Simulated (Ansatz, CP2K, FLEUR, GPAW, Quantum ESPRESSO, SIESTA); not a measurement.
AlInAg2Se4 (I-4, 8 atoms in the cell) computed with different codes at matched settings

Self-consistent single point, at a second geometry (lattice scaled by 0.98). First geometry:

```
CELL_PARAMETERS angstrom
     -3.05922     3.05922     5.80238
      3.05922    -3.05922     5.80238
      3.05922     3.05922    -5.80238
ATOMIC_POSITIONS crystal
  Al 0.25000 0.75000 0.50000
  In 0.00000 0.00000 0.00000
  Ag 0.75000 0.25000 0.50000
  Ag 0.50000 0.50000 0.00000
  Se 0.60177 0.63750 0.50415
  Se 0.36250 0.86665 0.96427
  Se 0.13335 0.09762 0.49585
  Se 0.90238 0.39823 0.03573
```

Shared settings, as Ansatz (an electronic-structure program) writes them: kpoints.mp_grid.grid = 3 3 3; scf.occupations.method = fermi_dirac; scf.occupations.width = 0.0037 Ry. Potentials and cutoffs stand in the table.

| code | model | ΔF from the first geometry (meV/atom) | pressure (GPa) | largest force (eV/Å) | gap on the mesh (eV) | cutoff |
|---|---|---|---|---|---|---|
| Ansatz | LDA (PW92), PAW files made with PBE | -31.9 | -1.66 | 0.328 | 0.420 | 30.9 Ry |
| CP2K | LDA (Pade form), GPW, DZVP-MOLOPT-SR-GTH basis, GTH-PADE potentials (GTH_POTENTIALS) | -26.6 | -1.06 | 0.281 | 0.396 | grid 500 Ry |
| SIESTA | LDA PW92, numerical atomic orbitals DZP, PseudoDojo LDA standard norm-conserving potentials (rewritten from UPF to PSML) | -26.3 | -0.91 | 0.346 | 0.558 | grid 400 Ry |
| GPAW | LDA (Perdew-Wang 92), GPAW PAW datasets LDA (gpaw-data 1.0.1) | -31.7 | -1.63 | 0.339 | 0.415 | 600 eV |
| FLEUR | LDA (Perdew-Zunger), all-electron FLAPW (FLEUR), scalar-relativistic valence | -19.1 | – | 0.314 | 0.432 | Kmax 3.9 1/bohr |
| Quantum ESPRESSO | LDA (PW92), PseudoDojo standard norm-conserving (LDA) pseudopotentials | -32.3 | -1.69 | 0.318 | 0.414 | 90 Ry |

A dash marks a value that a program does not give, or that is left out as unsure.

Gaps are read on the mesh.

The spread over the programs that give each value: ΔF from the first geometry within 13.2 meV/atom; pressure within 0.78 GPa; largest force within 0.065 eV/Å; gap on the mesh within 0.162 eV.

CP2K and SIESTA use small atom-centred bases, whose incompleteness enters pressures, forces and empty levels differently from a plane-wave cutoff. FLEUR treats all electrons, but the usual bases taken here (sphere radii, linearisation, local orbitals, empty states) were not tested for convergence, so the values are no reference for the others. Ansatz's pressure is given at a fixed set of plane waves, as the other plane-wave codes print theirs. In the gap, SIESTA (by 0.143) lies more than 0.12 eV from the median of the plane-wave programs. In the force vectors, SIESTA (by 0.228) lies more than 0.08 eV/Å from the median of the plane-wave programs.

The starting cell comes from a database of computed structures (which also holds hypothetical and non-ambient phases and stackings), without a prior relaxation at this level. For this run, on top of that: lattice scaled by 0.98.

Left out of this page: ABINIT (with a known weakness of the program).

Keys are those of Ansatz 0.2.
